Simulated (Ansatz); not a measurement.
Cost and result by functional for the surface energy of the (11-23) surface of hcp Os in its 1x1 cell, outermost plane spacing 0.50 Å in the ideal cut, in Ansatz (plane waves, PAW). Single points on the PBE structure, on one kind of machine; costs are rough ratios of the slab run's core time (references not counted) to the cheapest single point. r2SCAN's cost holds its higher cutoff (500 against 420 eV). Differences are taken against r2SCAN for comparison alone: no measured value is at hand, so the table doesn't rank accuracy.

Model: 21-atom slab, 10.0 Å thick at the start (thin: gaps and levels are the slab's own), 9x7x1 mesh, Fermi-Dirac 0.1 eV, dipole correction, all atoms relaxed; start symmetry kept, larger cells not searched; no spin, no spin-orbit, no U. These notes are the PBE run's.

```csv
functional,relative cost,surface energy (J/m²),less r2SCAN (J/m²)
LDA,1,4.56,0.33
RPBE,1,3.69,-0.54
PBEsol,1,4.42,0.19
r2SCAN,2,4.23,0.00
PBE (the relaxed run's value),–,3.93,-0.29
```

The values span 0.87 J/m², while the single points' costs differ by a factor of roughly 2. Differences are of unrounded values.

Ansatz is a first-principles code.
